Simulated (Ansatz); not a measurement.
ScPd3 (Pm-3m, No. 221, 4 atoms in the cell; start mp-2677)

Level of theory: PBEsol (Ansatz, an electronic-structure program, plane waves, PAW).

Numerical settings: plane-wave cutoff 520 eV, 14×14×14 k mesh, Fermi–Dirac smearing 0.05 eV, scalar-relativistic PAW data made under PBE.

Cell (relaxed at this level):

Space group Pm-3m (No. 221); a = 3.942 Å, b = 3.942 Å, c = 3.942 Å, α = 90.00°, β = 90.00°, γ = 90.00°

| atom | site | symmetry | x | y | z |
|---|---|---|---|---|---|
| Sc | 1a | m-3m | 0.0000 | 0.0000 | 0.0000 |
| Pd | 3c | 4/mm.m | 0.0000 | 0.5000 | 0.5000 |

```
Item               Value
---------------  -------
band gap            none
bulk modulus B0  169 GPa
```

Note: the relaxation could not lower the start's symmetry, so the cell can be a saddle point above a distorted one; the bulk modulus is −V dP/dV from two relaxed cells at ±2 % in volume.

Spin–orbit coupling is not included.

The computed numbers hold no vibrational or temperature effects.

The result took very roughly 40 core-seconds.

A start named mp-… is a Materials Project structure, which need not be a measured phase.
